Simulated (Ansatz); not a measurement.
Defect: interstitial Na in cubic BaZrO3, charge state +1. All values below come from PBE, PAW (plane waves to 420 eV; Ansatz, a program for electronic structure).

60-site cell at the relaxed PBE lattice, the Γ point alone, smearing 0.01 eV, spin-restricted, no finite-size correction. Energies are static. Spin-orbit coupling is left out. The host phase is not the lowest at 0 K, so the defect can set off distortions of the whole cell. The charge state is imposed; whether it is stable for some Fermi level was not computed. Sites that were not tried may lie lower. The start lies 0.25 eV above the lowest site run (PBE).

Barriers: single points on a 2×2×2 k-point mesh shifted by half a step at the bands' geometries (they differ from the bands' own by up to 0.09 eV, and are uncertain by about as much).

Relaxed starting cell (atoms counted from 1):

```xyz
61
Lattice="8.4545 0.0000 0.0000 0.0000 8.4545 0.0000 0.0000 0.0000 12.6818" Properties=species:S:1:pos:R:3 pbc="T T T"
Ba     0.5879    -0.0291    -0.0265
Ba     0.1126    -0.0330     4.0891
Ba     0.0889    -0.0598     8.3628
Ba     0.0574     4.1427    -0.0751
Ba     0.0723     4.1122     4.1870
Ba     0.0568     4.1818     8.2613
Ba     3.9334    -0.1021    -0.1916
Ba     4.3185    -0.0676     4.0991
Ba     4.3053    -0.0770     8.3752
Ba     4.3307     4.1720    -0.1131
Ba     4.3706     4.1738     4.2158
Ba     4.3527     4.1991     8.3099
Zr     2.2542     2.1180     2.0661
Zr     2.2097     2.0390     6.2422
Zr     2.1815     2.1252    10.4068
Zr     2.2102     6.2082     2.0755
Zr     2.1947     6.2850     6.2246
Zr     2.1599     6.2236    10.4131
Zr     6.4162     2.0841     2.0582
Zr     6.4246     2.0231     6.2509
Zr     6.4264     2.0825    10.4470
Zr     6.4405     6.2576     2.0507
Zr     6.4433     6.3084     6.2335
Zr     6.4228     6.2782    10.4620
O      2.1705     0.0430     2.1090
O      1.9404     0.0088     6.3867
O      2.1109     0.0028    10.5908
O      1.7943     4.2311     2.1308
O      2.0024     4.2471     6.3747
O      1.8322     4.2079    10.6176
O      6.0799     0.0441     2.1536
O      6.2237     0.0015     6.4616
O      6.0183     0.0086    10.5720
O      6.3863     4.2513     2.2853
O      6.2063     4.2553     6.3702
O      6.2556     4.2197    10.5973
O     -0.0136     2.0637     2.2478
O     -0.0192     2.2421     6.3812
O     -0.0308     1.9849    10.7912
O     -0.0133     6.6352     2.0976
O     -0.0159     6.3704     6.5080
O     -0.0314     6.5228    10.7431
O      4.2309     2.4037     2.2675
O      4.2149     2.1995     6.4874
O      4.1777     2.2179    10.6529
O      4.2120     6.3132     2.2667
O      4.2053     6.4098     6.4459
O      4.1631     6.2919    10.6514
O      2.1817     2.1167     0.0322
O      2.1384     2.1301     4.2370
O      2.0351     2.1272     8.4347
O      2.1754     6.3363     0.0311
O      2.0428     6.3659     4.2139
O      2.0920     6.3420     8.4437
O      6.3023     2.1891     0.0415
O      6.3025     2.0857     4.2578
O      6.4052     2.1526     8.4627
O      6.2426     6.2837     0.0320
O      6.3855     6.4221     4.2336
O      6.3355     6.3315     8.4781
Na    -1.9483     8.4503    -0.0029
```
Cell charge +1.

End state 1 differs by these moves (Å; atoms that move under 0.08 Å are left out):

```tsv
atom	element	Δx	Δy	Δz
1	Ba	-0.50	-0.02	-0.04
2	Ba	0.00	-0.03	0.10
3	Ba	-0.04	0.01	-0.10
6	Ba	-0.03	-0.07	0.05
7	Ba	0.33	-0.48	0.17
10	Ba	0.01	0.35	-0.07
11	Ba	-0.08	-0.03	-0.11
12	Ba	-0.04	-0.04	0.07
13	Zr	-0.11	-0.08	0.00
15	Zr	-0.03	-0.09	0.04
16	Zr	-0.09	0.00	0.00
25	O	-0.01	-0.02	0.14
27	O	0.15	0.03	0.21
28	O	0.06	0.00	0.16
29	O	0.04	0.00	0.12
30	O	0.18	0.07	0.04
32	O	0.10	0.02	0.06
33	O	0.14	0.03	0.18
35	O	0.08	0.00	0.09
36	O	0.15	0.08	0.06
39	O	0.04	0.21	-0.19
41	O	0.00	0.10	-0.13
42	O	0.06	0.11	-0.12
43	O	-0.04	-0.03	-0.11
45	O	0.04	0.23	-0.08
46	O	-0.02	-0.01	-0.15
47	O	0.02	0.12	-0.06
48	O	0.07	0.05	-0.05
49	O	-0.14	0.04	0.01
51	O	0.04	-0.07	0.03
52	O	-0.06	-0.06	0.01
54	O	0.02	0.08	0.00
55	O	0.09	0.03	-0.01
58	O	0.12	0.00	0.01
61	Na	-2.28	1.95	-0.01
```

### Question
What forward and backward barriers to end state 1 does PBE, PAW give?

### Answer
forward 0.98 eV, backward 0.98 eV; at the saddle point atom 61 has neighbours Ba at 2.41; O at 1.99, O at 2.24, O at 2.26, O at 2.35 Å. The check of the saddle point's order was inconclusive.
